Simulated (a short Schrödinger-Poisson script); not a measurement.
Stack: MOS inversion layer, SiO2 on p-type GaAs, at 300 K.

```tsv
layer	material	thickness (nm)	Na (cm⁻³)
1	SiO2	1.7	-
2	GaAs	880	3.2e17
```

The device is made up for the run: typed textbook-type constants, with dimensions and the other settings drawn at random. SiO2: permittivity 3.9, conduction-band edge (eV) 3.17, gap (eV) 9, electron mass (mₑ) 0.5. GaAs: permittivity 12.9, conduction-band edge (eV) 0, gap (eV) 1.424, Nv at 300 K (cm⁻³) 9e18.

Channel valleys (confinement mass, in-plane density-of-states mass, number): Γ 0.067, 0.067, 1. At the gate the conduction-band edge of layer 1 lies 3.27 eV − eVg above the Fermi level of the channel; the field vanishes at the back. Gaps are held at their typed values at every temperature. Mesh 0.03 nm at interfaces.

From a short Schrödinger-Poisson script (our own, NumPy): 1D Poisson equation in equilibrium, electrons quantum, Hartree (BenDaniel-Duke, 12 states a valley, the channel's in-plane mass for all, wave functions free to enter the dielectric), parabolic valleys, classical holes, full ionisation, no traps, pinning or gate leakage.

The same stack at other levels of the model or other numerical settings:

```tsv
run	sheet density of all electrons at Vg = 1 V (cm⁻²)	sheet density of all electrons at Vg = 0.4 V (cm⁻²)	capacitance at Vg = 1 V (μF/cm²)	centroid of the channel electrons at Vg = 1 V (nm)	rough cost against the base
base	3.73e12	4.06e10	1.21	2.54	about 1
electrons treated as classical, Boltzmann	6.79e12	4.21e11	1.88	0.48	0.06
electrons treated as classical, Fermi-Dirac	4.07e12	2.56e11	1.22	1.96	0.3
electrons treated as quantum, Hartree plus LDA exchange-correlation	3.91e12	4.82e10	1.23	2.48	2
mesh six times as coarse	3.69e12	3.67e10	1.20	2.59	0.2
one subband a valley	3.71e12	4.05e10	1.19	2.47	0.6
```

The classical rows ignore confinement, and Boltzmann statistics overrate the density once the band edge passes the Fermi level.

Above a few 1e12 electrons/cm² a light Γ valley is non-parabolic and upper valleys begin to fill, which the model leaves out.
